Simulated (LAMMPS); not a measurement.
Atomistic model of a twist boundary about [110] in Si (diamond structure), boundary plane (110), in-plane axes [1-12] of one grain along [-112] of the other.

Method: classical force field (static), pair style meam, file AlSiMgCuFe.meam, run in LAMMPS.

| Quantity | Value |
|---|---|
| boundary energy (lowest found) | 1.20 J/m² |
| excess volume | 0.40 Å |
| Σ | 3 |
| rotation about the axis | 70.53 ° |
| disorientation (full cubic symmetry) | 60.00 ° |
| largest excess energy of an atom | 0.71 eV |
| lattice constant at 0 K | 5.431 Å |
| cost | around 3 core-minutes (rough) |

Potential: file AlSiMgCuFe.meam of the LAMMPS distribution; its header cites Jelinek, Groh, Horstemeyer, Houze, Kim, Wagner, Moitra and Baskes, Phys Rev B, 85, 245102 (2012).
